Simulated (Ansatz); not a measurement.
Worked example: self-consistent single point of TlCuO2 (R-3m, 4 atoms in the cell) in Ansatz (a first-principles code).

Level of theory: LDA (PW92), default PAW files made with PBE (plane waves; Ansatz).

The change in words: lattice scaled by 0.985. Reference geometry:
```xyz
4
Lattice="1.8018 1.0402 6.0206 -1.8018 1.0402 6.0206 0.0000 -2.0805 6.0206" Properties=species:S:1:pos:R:3 pbc="T T T"
Tl     0.0000     0.0000     0.0000
Cu     0.0000     0.0000     9.0309
O      0.0000     0.0000     7.1711
O      0.0000     0.0000    10.8906
```

Reference input (self-consistent single point, DFT, LDA (PW92), plane waves, default PAW files made with PBE): kpoints.mp_grid.grid = 14 14 14; hamiltonian.xc = lda; hamiltonian.pseudopotentials = {kind: paw} (the program's default PAW files); scf.occupations.method = methfessel_paxton; scf.occupations.width = 0.0037 Ry. This run's input differs from it in these lines:

Ansatz 0.2 input:
```diff
@@ -3,10 +3,10 @@
   lattice:
-    - [1.801751, 1.040242, 6.020585]
-    - [-1.801751, 1.040242, 6.020585]
-    - [0.000000, -2.080484, 6.020585]
+    - [1.774725, 1.024638, 5.930276]
+    - [-1.774725, 1.024638, 5.930276]
+    - [0.000000, -2.049277, 5.930276]
   atoms:
     - { symbol: Tl, position_ang: [0.000000, 0.000000, 0.000000] }
-    - { symbol: Cu, position_ang: [0.000000, 0.000000, 9.030877] }
-    - { symbol: O, position_ang: [-0.000000, 0.000000, 7.171113] }
-    - { symbol: O, position_ang: [0.000000, -0.000000, 10.890642] }
+    - { symbol: Cu, position_ang: [0.000000, -0.000001, 8.895414] }
+    - { symbol: O, position_ang: [-0.000000, -0.000000, 7.063546] }
+    - { symbol: O, position_ang: [-0.000000, -0.000001, 10.727282] }
 kpoints:
```

Output, abridged:

```
SCF iter   1: F=—  HF=-18809.876391 eV  |F-HF|=—  |Δ(HF+E_count)|=         —  Δρ=1.85e-2  dr2=2.00e-1  ethr=1.77e-3  ⟨swp⟩=6.0  Hψ=32607  notcnv=0
all-band conjugate gradients solve this SCF's bands
preconditioner: auto → LDOS
SCF iter   2: F=—  HF=-18809.922827 eV  |F-HF|=—  |Δ(HF+E_count)|=   4.64e-2  S|Δr|=    0.00e0  Δρ=3.31e-2  dr2=4.32e-1  ethr=4.55e-4  ⟨swp⟩=2.1  Hψ=17346  notcnv=0  defer=260  recentre
   [... lines left out ...]
SCF iter   7: F=—  HF=-18809.825370 eV  |F-HF|=—  |Δ(HF+E_count)|=   1.07e-4  S|Δr|=    0.00e0  Δρ=1.12e-4  dr2=3.51e-6  ethr=1.86e-6  ⟨swp⟩=1.7  Hψ=7929  notcnv=0  defer=260
SCF iter   8: F=—  HF=-18809.825369 eV  |F-HF|=—  |Δ(HF+E_count)|=   5.89e-7  S|Δr|=    0.00e0  Δρ=4.06e-5  dr2=1.19e-6  ethr=7.98e-9  ⟨swp⟩=2.2  Hψ=11482  notcnv=0  defer=260
SCF iter   9: F=-18809.825369 eV  HF=-18809.825369 eV  |F-HF|=7.86e-9  |Δ(HF+E_count)|=   1.86e-7  S|Δr|=    0.00e0  Δρ=5.46e-6  dr2=1.08e-8  ethr=2.27e-10  ⟨swp⟩=7.1  Hψ=32928  notcnv=0
SCF 1 converged in 9 iterations: F = -18809.825369 eV  dr2 = 1.08e-8
Stability not checked (fill_not_monotonic)
Free energy (F): -18809.825369 eV
Internal energy: -18809.825468 eV  (E = F + TS)
E sigma→0 (E₀):  -18809.825394 eV
Entropy (-TS):   0.000099 eV (0.025 meV/atom)
Fermi energy:    7.114585 eV
--- Forces (eV/Å), atoms counted from 1 ---
  atom   1  Tl    -0.00000000     0.00000000     0.00000000
  atom   2  Cu     0.00000000    -0.00000000     0.00000000
  atom   3  O      0.00000000    -0.00000001     0.43374813
  atom   4  O      0.00000000     0.00000001    -0.43374813
--- Stress (GPa, compression-positive) ---
       -7.144864       0.000000       0.000000
        0.000000      -7.144864       0.000000
        0.000000       0.000000     -14.102720
  P = ⅓ Tr σ = -9.4641 GPa (-94.641 kbar)
  The stress holds the Pulay correction. Without it, at fixed plane waves, as pw.x and ABINIT print it: P = -10.0064 GPa
```

The run converged in 9 iterations. Against the reference run the free energy goes down by 51.9 meV/atom, the pressure goes from -12.53 to -9.46 GPa and the largest force goes from 0.579 to 0.434 eV/Å.

The starting cell comes from a database of computed structures (which also holds hypothetical and non-ambient phases and stackings), without a prior relaxation at this level. Its lattice was rescaled by a random factor within 2.5 % of one. For this run, on top of that: lattice scaled by 0.985. Spin-orbit coupling is off. Spin polarisation is off, so a magnetic state, if there is one, cannot be reached. Ansatz's pressure includes its estimate of the finite-basis (Pulay) stress. Without the estimate this run gives -10.01 GPa. The run gives no clean gap (levels at the Fermi energy touch, overlap or are partly filled at this smearing), which alone does not show that the compound is a metal.

Cost on one core of a shared machine: roughly 30 s.
